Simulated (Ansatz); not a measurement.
Coverage and cell size: S on the 1x1 (111) surface of fcc Ag, one adsorbate a cell, in each cell the lowest of the starts that converged. Energies against ⅛ S8(g), without dispersion, zero-point or thermal terms; small cells hold the layer to their symmetry. A negative adsorption energy means that the adsorbate is more stable on the surface than in its reference.

Level of theory: PBE (plane waves to 420 eV, PAW; Ansatz, a first-principles code).

```
area an adsorbate, end state  atoms  E_ads (eV)  height (Å)  Δ work function (eV)                               rough cost
----------------------------  -----  ----------  ----------  --------------------  ---------------------------------------
7 Å², bonded to 3 Ag              5           …        2.12                  1.30  about 2.3 core-minutes (a rough figure)
15 Å², bonded to 3 Ag             9       -0.03        1.82                  1.42           around 18 core-minutes (rough)
30 Å², bonded to 3 Ag            17       -0.51        1.71                     …            around 8 core-minutes (rough)
```

### Question
Complete the blanks.

### Answer

- 7 Å², bonded to 3 Ag, E_ads (eV): 0.58
- 30 Å², bonded to 3 Ag, Δ work function (eV): 1.12
